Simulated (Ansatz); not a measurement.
A thermal frame of NaCl(110) slab, cut from rock-salt NaCl, cell Na24Cl24, with vacuum along z, from MD with PBE at 300 K. Method: PBE (plane waves, PAW; Ansatz, a program for electronic structure).

```
Item                                                        Value
-----------------  ----------------------------------------------
plane-wave cutoff                                          420 eV
k-points           2x2x1 mesh shifted by half a step in the plane
Fermi-Dirac width                                        0.050 eV
spin                        not polarised; no spin-orbit coupling
```

A check of the k-sampling: on the last frame of the same run a denser mesh moved the PBE forces by 0.000 eV/Å rms and the free energy by 0 meV/atom.

```xyz
48
Lattice="8.1662 0.0000 0.0000 0.0000 11.5487 0.0000 0.0000 0.0000 22.2077" Properties=species:S:1:pos:R:3:forces:R:3 pbc="T T T"
Na    0.1133    6.0318    6.4343  -0.370  -0.067  -0.156
Na    5.9969    2.9673    7.9914   0.441   0.054   0.773
Na    1.9813    3.0378    8.3789  -0.017  -0.108  -0.218
Na    3.9243    5.9047    6.7149   0.483  -0.240  -0.598
Na    3.9673    5.8420   10.3652   0.030  -0.033   0.131
Na    2.0234    2.5516   12.2832  -0.212   0.559  -0.017
Na    5.9666    2.8668   11.9431   0.630   0.213   0.701
Na   -0.0838    6.0106   10.3207  -0.108  -0.172   0.073
Na   -0.4197    5.4867   14.8157   0.192   0.072  -0.250
Na    5.7730    2.4042   16.2236   0.105   0.601  -0.181
Na    1.8504    2.5532   15.9851  -0.092   0.275   0.140
Na    3.6807    5.7702   14.3847   0.122  -0.134   0.089
Cl    1.9790    5.7932    8.1879  -0.486   0.069   0.675
Cl    4.0674    3.0078    6.5335  -0.811  -0.112  -0.649
Cl   -0.3222    2.8459    6.2343   0.484   0.070  -0.192
Cl    6.0520    5.9015    8.2402   0.226  -0.050   0.091
Cl    6.1094    5.9748   12.3809  -0.262  -0.253  -0.036
Cl    0.0585    3.0033   10.3258  -0.200  -0.016  -0.152
Cl    4.0526    2.8297   10.4098  -0.560   0.400  -0.685
Cl    1.8431    5.8200   12.2364   0.213   0.007   0.082
Cl    1.7924    5.4839   16.4141   0.023   0.054  -0.182
Cl    3.8722    2.6201   14.2759   0.086   0.395   0.098
Cl   -0.2749    2.7500   14.3546  -0.059  -0.155   0.081
Cl    5.7135    5.7066   16.4743  -0.082   0.029  -0.092
Na   -0.2989   11.7190    6.2388   0.214  -0.116   0.189
Na    5.9458    8.6845    7.8371   0.135  -0.006   0.113
Na    1.9092    9.0294    8.1806  -0.080  -0.355  -0.206
Na    4.0005   11.6038    6.2618  -0.080   0.088   0.233
Na    3.9866   11.6458   10.1724  -0.145  -0.149   0.120
Na    1.7679    8.6937   12.1024  -0.141  -0.027   0.142
Na    5.7518    8.7329   12.1911   0.144   0.055  -0.100
Na   -0.0799   11.7549   10.1071  -0.149  -0.113   0.234
Na   -0.2466   11.3568   14.7718   0.064   0.204  -0.436
Na    6.0517    8.4088   16.0925  -0.231  -0.004   0.042
Na    1.9940    8.6600   15.9525   0.170  -0.138   0.481
Na    3.9454   11.5228   14.3420  -0.085  -0.248  -0.146
Cl    1.9798   11.7241    8.1176  -0.140  -0.077  -0.139
Cl    3.8592    8.4485    6.0907   0.096   0.554   0.129
Cl    0.0499    8.7289    5.8918  -0.213   0.222   0.400
Cl    5.9566   11.5370    8.2996   0.069  -0.057  -0.538
Cl    5.8166   11.7684   12.1219   0.278  -0.555   0.258
Cl   -0.4911    8.7487   10.2131   0.408   0.142  -0.148
Cl    3.7124    8.6368   10.2513   0.134   0.122  -0.206
Cl    1.8662   11.5648   12.0474  -0.034  -0.518   0.172
Cl    1.8671   11.3866   16.3410   0.171   0.087   0.046
Cl    3.9200    8.6422   14.2159   0.143   0.027   0.029
Cl   -0.0350    8.6632   14.4998  -0.426  -0.109  -0.439
Cl    5.8292   11.4272   16.3074  -0.078  -0.484   0.242
```

```json
{
  "free energy on this k-sampling (the code's own zero, frozen cores included)": "-61663.6 eV",
  "rms_force_component": "0.279 eV/Å",
  "largest_force": "1.05 eV/Å on atom 14"
}
```
